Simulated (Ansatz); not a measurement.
Given:

```xyz
3
Lattice="3.4943 0.0000 0.0000 1.7471 3.0261 0.0000 0.0000 0.0000 5.6026" Properties=species:S:1:pos:R:3 pbc="T T T"
Hf     0.0000     0.0000     0.0000
S      3.4943     2.0174     1.4848
S      1.7471     1.0087     4.1179
```

No spin polarisation.

Computed with PBEsol-D3(BJ) (Ansatz, a program for electronic structure; PAW; 420 eV plane waves; no spin-orbit coupling). k-mesh 11×11×6 (Γ-centred); smearing 0.05 eV (Fermi–Dirac).

Predict the space group, width of the top valence band and smallest direct gap.


```json
{
  "space_group": "P-3m1 (No. 164)",
  "width_of_the_top_valence_band": "2.43 eV",
  "smallest_direct_gap": "1.37 eV"
}
```

With Hf present, leaving out spin-orbit coupling can change the band edges. The cells carry an imposed strain or load. Whether these cells are dynamically stable was not tested. The cell was made from HfS₂ in the CdI2 type structure (space group P-3m1, No. 164; layered, stacked along the Cartesian z axis) by this change: biaxial strain −1.50 %, plane normal [001], relaxed out of plane.
